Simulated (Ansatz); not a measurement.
Data:

```yaml
crystal:
  lattice:
    - [-0.00580, 3.05467, 3.05467]
    - [3.04887, 0.00000, 3.04887]
    - [3.05467, 3.05467, -0.00580]
  atoms:
    - { symbol: As, position: [0.25031, 0.24969, 0.25031] }
    - { symbol: In, position: [0.99969, 0.00031, 0.99969] }
```

No spin polarisation.

Calculations: r2SCAN/PAW in Ansatz (a first-principles code), no SOC. k-mesh 9×9×9 (Γ-centred); smearing 0.05 eV (Fermi–Dirac).

Question: Predict the stress, valence-band top at Γ and space group.

Answer: The stress (xx, yy, zz, yz, xz, xy; compression positive) is (0.00, 0.00, 0.00, 0.00, 0.14, 0.00) GPa, the valence-band top at Γ (three highest levels, from the VBM) is 0.00, -0.01, -0.03 eV and the space group is Imm2 (No. 44).

The levels and masses belong to the bands next to the band gap. The cells carry an imposed strain or load. Whether these cells are dynamically stable was not tested. The cell was made from InAs in the zinc blende structure (space group F-43m, No. 216) by this change: tensor shear ε_xz = −0.19 %.
